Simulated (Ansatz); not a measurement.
BeS (F-43m), r2SCAN, rigid bands in Ansatz (a quantum-chemistry and plane-wave program): Condition of this run: functional r2SCAN on the same cell. band gap 3.55 eV, N_c = 1.97e19 cm⁻³ and N_v = 8.77e19 cm⁻³ at 300 K, conductivity masses of 0.369 mₑ (electrons) and 0.675 mₑ (holes). Take k_BT = 0.02585 eV.

Problem. Find the intrinsic carrier density and the intrinsic Fermi level.

Solution. n_i = √(N_c N_v) exp(−E_g/2k_BT) = 4.16e19 × exp(−68.66) = 6.3e-11 cm⁻³. The level lies (k_BT/2) ln(N_v/N_c) = 19 meV from mid-gap (positive towards the conduction band). Each 0.1 eV added to the gap lowers n_i by a factor of 6.9.

Problem. A film of it is 5 nm thick. Estimate the confinement energies in an infinite well.

Solution. ħ²π²/(2m t²) = 0.376 eV·nm²/(m/mₑ × t²) gives 40.8 meV for electrons and 22.3 meV for holes, so the gap would widen to about 3.61 eV. Finite barriers and nonparabolic bands lower this, and with several valleys or bands the heaviest mass along the normal sets the lowest level, not this average.

Problem. What thermal injection velocity √(2k_BT/πm) limits a ballistic channel?

Solution. 8.86e6 cm/s for electrons and 6.55e6 cm/s for holes, a ratio of √(m_h/m_e) = 1.35, for dilute carriers.

Rigid, parabolic bands with the computed gap; masses take one relaxation time for all states. Spin-orbit coupling is left out; where it splits the top of the valence band, N_v and the p-type Seebeck coefficient come out somewhat high without it. Geometry: cell and atoms relaxed with PBEsol.
